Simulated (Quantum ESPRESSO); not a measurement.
Input and output of a self-consistent single point for WSi2 (I4/mmm, 3 atoms in the cell) (Quantum ESPRESSO).

Method of the run: PBE, GBRV 1.5 ultrasoft (PBE) pseudopotentials (plane waves; Quantum ESPRESSO).

```
CELL_PARAMETERS angstrom
     -1.60500     1.60500     3.91500
      1.60500    -1.60500     3.91500
      1.60500     1.60500    -3.91500
ATOMIC_POSITIONS crystal
  Si 0.66500 0.66500 0.00000
  Si 0.33500 0.33500 0.00000
  W  0.00000 0.00000 0.00000
```

Reference input (self-consistent single point, DFT, PBE, plane waves, GBRV 1.5 ultrasoft (PBE) pseudopotentials): ecutwfc = 40 Ry; ecutrho = 320 Ry; occupations = smearing; smearing = fermi-dirac; degauss = 0.0073499 Ry; potentials = {Si: si_pbe_v1.uspp.F.UPF, W: w_pbe_v1.2.uspp.F.UPF}; K_POINTS = automatic 12 12 12 0 0 0; conv_thr = 1e-11 Ry; mixing_beta = 0.3. This run's input differs from it in these lines:

```diff
@@ -12,4 +12,4 @@
  ntyp = 2
- ecutwfc = 40
- ecutrho = 320
+ ecutwfc = 20
+ ecutrho = 160
  occupations = 'smearing'
```

Log, with long lists cut:

```
     Self-consistent Calculation

     iteration #  1     ecut=    20.00 Ry     beta= 0.30

     Threshold (ethr) on eigenvalues was too large:
     Diagonalizing with lowered threshold

     negative rho (up, down):  6.436E-02 0.000E+00

     total energy              =    -178.30104029 Ry
     estimated scf accuracy    <       0.06223276 Ry

     iteration #  2     ecut=    20.00 Ry     beta= 0.30

     negative rho (up, down):  6.547E-02 0.000E+00

     total energy              =    -178.29913023 Ry
     estimated scf accuracy    <       0.01886095 Ry

     iteration #  3     ecut=    20.00 Ry     beta= 0.30

     negative rho (up, down):  6.639E-02 0.000E+00

     total energy              =    -178.29919022 Ry
     estimated scf accuracy    <       0.00368738 Ry

   [... 6 blocks of this kind left out ...]

     iteration # 10     ecut=    20.00 Ry     beta= 0.30

     negative rho (up, down):  6.675E-02 0.000E+00

     total energy              =    -178.29960342 Ry
     estimated scf accuracy    <          1.7E-10 Ry

     iteration # 11     ecut=    20.00 Ry     beta= 0.30

     negative rho (up, down):  6.675E-02 0.000E+00
     End of self-consistent calculation

     Number of k-points >= 100: set verbosity='high' to print the bands.

     the Fermi energy is    16.8306 ev

!    total energy              =    -178.29960343 Ry
     estimated scf accuracy    <          2.6E-12 Ry
     smearing contrib. (-TS)   =      -0.00076386 Ry
     internal energy E=F+TS    =    -178.29883957 Ry

     convergence has been achieved in  11 iterations

     negative rho (up, down):  6.675E-02 0.000E+00

     Forces acting on atoms (cartesian axes, Ry/au):

     atom    1 type  1   force =    -0.00000000   -0.00000000    0.00606329
     atom    2 type  1   force =     0.00000000    0.00000000   -0.00606329
     atom    3 type  2   force =     0.00000000    0.00000000    0.00000000

     Total force =     0.008575     Total SCF correction =     0.000002

     negative rho (up, down):  6.675E-02 0.000E+00
          total   stress  (Ry/bohr**3)                   (kbar)     P=     -307.06
  -0.00208604  -0.00000000  -0.00000000         -306.87       -0.00       -0.00
  -0.00000000  -0.00208604  -0.00000000           -0.00     -306.87       -0.00
  -0.00000000  -0.00000000  -0.00208994           -0.00       -0.00     -307.44

   JOB DONE.
```

The run converged in 11 iterations. Against the reference run the free energy goes up by 476 meV/atom, the pressure goes from 2.50 to -30.71 GPa and the largest force goes from 0.131 to 0.156 eV/Å.

The starting cell has typed, rounded lattice constants, without a prior relaxation at this level. Spin polarisation is off. At the lowered cutoff the pressure carries the error of an incomplete plane-wave basis.
